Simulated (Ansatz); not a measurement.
An Ansatz (a program for electronic structure) input (LDA (Ansatz; PAW; 420 eV plane waves; no spin-orbit coupling)):

Ansatz 0.2 input:
```yaml
crystal:
  lattice:
    - [3.2057399465, 0, 0]
    - [0, 3.2057399465, 0]
    - [1.6028699732, -1.6028699732, 3.8699125567]
  atoms:
    - { symbol: Si, position: [0.3352108133, 0.6647891867, 0.3295783734] }
    - { symbol: Si, position: [0.6647891867, 0.3352108133, 0.6704216266] }
    - { symbol: Mo, position: [0, 0, 0] }
basis: { ecutwfc: 420, ecutrho_ratio: 4, xc_grid: 2, fft_grid_basis: typed }
kpoints: { mp_grid: { grid: [25, 25, 25] } }
hamiltonian:
  xc: lda
  dispersion: none
  pseudopotentials: { kind: paw }
scf: { occupations: { method: fermi_dirac, width: 0.1 } }
relax: { f_tol: 0.005, max_steps: 50, cell: { stress_tol: 0.01, fix: [a, b, gamma] } }
output: { forces: true, stress: true }
checkpoint: { write: state.ck, write_every: 1000 }
```

### Question
Which symmetry and how many k-points will the program report, and about how many plane waves at Γ?

### Answer
Space group I4/mmm (ITA 139) with 16 operations, k-points 1183 of 15625, and 761 plane waves at Γ.

### Question
And the final pressure?

### Answer
-3.29 GPa (compression positive).

The cells carry an imposed strain or load. Whether these cells are dynamically stable was not tested. The final runs are not spin-polarised. The cell was made from MoSi$_{2}$ (space group I4/mmm, No. 139) by this change: biaxial strain +1.00 %, plane normal [001], relaxed out of plane.
